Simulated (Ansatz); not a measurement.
An Ansatz (a first-principles code) input (Ansatz PBEsol, no SOC):

Ansatz 0.2 input:
```yaml
crystal:
  lattice:
    - [0, 2.3858660405, 2.3858660405]
    - [2.3858660405, 0, 2.3858660405]
    - [2.3858660405, 2.3858660405, 0]
  atoms:
    - { symbol: Lu, position: [0, 0, 0] }
basis: { ecutwfc: 420, ecutrho_ratio: 4, xc_grid: 2, fft_grid_basis: typed }
kpoints: { mp_grid: { grid: [17, 17, 17] } }
hamiltonian:
  xc: pbesol
  dispersion: none
  pseudopotentials: { kind: paw }
scf: { occupations: { method: fermi_dirac, width: 0.05 }, convergence: { dr2_threshold: 0.0000000001 } }
output: { forces: true, stress: true }
checkpoint: { write: state.ck, write_every: 1000 }
```

Which symmetry and how many k-points will the program report, and about how many plane waves at Γ?

Space group Fm-3m (ITA 225) with 48 operations, k-points 165 of 4913, and 531 plane waves at Γ.

No phonon test of stability was made. The final runs are not spin-polarised. The cell was made from Al by this change: Al → Lu; the result is a hypothetical phase, not in the database extracts checked.
